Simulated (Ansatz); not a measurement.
**SnSe: uniaxial strain ε_xx = +5.99 %**

The reference is SnSe in the GeS type structure (space group Pnma, No. 62; a = 11.493 Å, b = 4.169 Å, c = 4.385 Å; layered, stacked along the Cartesian x axis). Axes: x, y, z lie along a, b, c of the conventional cell.

One thing is altered: the cell is stretched by 5.99 % along x with no lateral relaxation; the atoms relax in the strained cell.

All numbers come from PBE-D3(BJ), PAW, 420 eV (Ansatz, an electronic-structure program; no SOC). Γ-centred 3×8×8 mesh, Fermi–Dirac width 0.05 eV.

Volume per atom: 27.83 Å³ (base 26.26 Å³)
Space group: Pnma (No. 62) (base Pnma (No. 62))
Energy relative to the base (free energy F): +16 meV/atom
Pressure (mean of the normal stresses, compression positive): -11.2 kbar (base 0.0 kbar)
Band gap: 0.34 eV (an upper bound: an edge found on the path is not a true extremum; the base alone) (base 0.46 eV)
Stress (xx, yy, zz, yz, xz, xy; compression positive): (-2.66, -0.24, -0.45, 0.00, 0.00, 0.00) GPa

Final structure:

```yaml
crystal:
  lattice:
    - [12.18163, 0.00000, 0.00000]
    - [0.00000, 4.16897, 0.00000]
    - [0.00000, 0.00000, 4.38450]
  atoms:
    - { symbol: Sn, position: [0.12480, 0.25000, 0.09689] }
    - { symbol: Sn, position: [0.37520, 0.75000, 0.59689] }
    - { symbol: Sn, position: [0.87520, 0.75000, 0.90311] }
    - { symbol: Sn, position: [0.62480, 0.25000, 0.40311] }
    - { symbol: Se, position: [0.85201, 0.25000, 0.46995] }
    - { symbol: Se, position: [0.64799, 0.75000, 0.96995] }
    - { symbol: Se, position: [0.14799, 0.75000, 0.53005] }
    - { symbol: Se, position: [0.35201, 0.25000, 0.03005] }
```

Whether these cells are dynamically stable was not tested. The D3 term's C6 switches between coordination references near this geometry, which can add small steps to energies.
